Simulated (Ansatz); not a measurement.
Base system: HfO2 in the fluorite structure (space group Fm-3m, No. 225; a = 5.059 Å).

The values are results of r2SCAN (Ansatz, an electronic-structure program, PAW, without spin-orbit coupling), earlier PAW set, not measurements.

Before the change:

* **Lattice parameter a**: 5.059 Å

Modification: a hydrostatic pressure of 30 GPa.

**Question.** Estimate the effect on the lattice parameter a and mean gap deformation potential ΔEg/Δln V.

**Answer.** The lattice parameter a falls by 0.152 Å to 4.907 Å; the mean gap deformation potential ΔEg/Δln V amounts to -2.6 eV.

With Hf present, leaving out spin-orbit coupling can change the band edges. Load acts through the strain it causes; cell and atoms are relaxed under it. Stability against distortions was not tested. Competing high-pressure phases were not computed. This is not the structure that HfO2 has at room temperature and ambient pressure.
